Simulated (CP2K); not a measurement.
Band structure of Cd₃Pt (I4/mmm, 4 atoms in the cell).

```
Cd3Pt
1.0
    5.21964     0.00000     0.00000
    1.91690     4.85491     0.00000
   -3.56827    -2.42745     2.93591
Cd Pt
3 1
Direct
  0.75000   0.25000   0.50000
  0.25000   0.75000   0.50000
  0.50000   0.50000   0.00000
  0.00000   0.00000   0.00000
```

Method: LDA (Pade form), GPW, DZVP-MOLOPT-SR-GTH basis, GTH-PADE potentials (GTH_POTENTIALS) (CP2K 2026.2).

Settings: CUTOFF = 500 Ry; REL_CUTOFF = 50 Ry; SMEAR/METHOD = FERMI_DIRAC; ELECTRONIC_TEMPERATURE = 1160.45 K; KPOINTS/SCHEME = MONKHORST-PACK 9 9 9; XC_FUNCTIONAL = PADE; Cd/BASIS_SET = DZVP-MOLOPT-SR-GTH; Cd/POTENTIAL = GTH-PADE-q12; Pt/BASIS_SET = DZVP-MOLOPT-SR-GTH; Pt/POTENTIAL = GTH-PADE-q18; METHOD = GPW; EPS_DEFAULT = 1e-10; EXTRAPOLATION = USE_GUESS; NGRIDS = 5.

The starting cell comes from a database of computed structures (which also holds hypothetical and non-ambient phases and stackings), without a prior relaxation at this level. Spin-orbit coupling is off. Spin polarisation is off. Values carry the incompleteness of an atom-centred basis.

Levels in eV from the Fermi level, bands 24 to 29:
```csv
point,24,25,26,27,28,29
Γ,-2.82,-1.94,-0.75,3.15,3.44,3.63
X,-2.69,-2.38,-2.00,-1.84,-1.19,1.17
Y,-2.72,-2.62,-2.07,-1.84,-0.82,2.40
S,-2.39,-2.34,-2.03,-1.98,2.67,3.61
Z,-2.20,-2.20,-1.98,-0.16,-0.16,3.85
S1,-2.39,-2.34,-2.03,-1.98,2.67,3.61
N,-2.48,-2.39,-2.02,-0.73,0.82,4.53
P,-2.42,-2.42,-2.00,-1.41,-1.00,2.11
Y1,-2.72,-2.62,-2.07,-1.84,-0.82,2.40
```

Bands cross the Fermi level along this path, so the cell is metallic at this level.

Higher empty bands are left out: an atom-centred basis made for the valence describes them poorly.
